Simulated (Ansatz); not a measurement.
## ZnGeO3 (R3c, No. 161, 10 atoms in the cell; start mp-1020631)

These are HSE06+SOC (Ansatz, a quantum-chemistry and plane-wave program, plane waves, PAW) values and carry that method's errors.

Settings: plane-wave cutoff 460 eV, 6×6×6 k mesh, Fermi–Dirac smearing 0.01 eV, PAW data made under PBE.

Cell (relaxed with PBEsol):

```yaml
crystal:
  lattice:
    - [2.51427, 1.45162, 4.36300]
    - [-2.51427, 1.45162, 4.36300]
    - [0.00000, -2.90323, 4.36300]
  atoms:
    - { symbol: Zn, position: [0.27769, 0.27769, 0.27769] }
    - { symbol: Zn, position: [0.77769, 0.77769, 0.77769] }
    - { symbol: Ge, position: [0.50090, 0.50090, 0.50090] }
    - { symbol: Ge, position: [0.00090, 0.00090, 0.00090] }
    - { symbol: O, position: [0.72640, 0.12564, 0.36679] }
    - { symbol: O, position: [0.36679, 0.72640, 0.12564] }
    - { symbol: O, position: [0.12564, 0.36679, 0.72640] }
    - { symbol: O, position: [0.86679, 0.62564, 0.22640] }
    - { symbol: O, position: [0.62564, 0.22640, 0.86679] }
    - { symbol: O, position: [0.22640, 0.86679, 0.62564] }
```

```json
{
 "band_gap": "3.54 eV (on the SCF k mesh) (direct)"
}
```

Note: cell and atoms aren't relaxed at this level (largest force component 0.27 eV/Å, pressure -2.1 GPa).

A start named mp-… is a Materials Project structure, which need not be a measured phase.
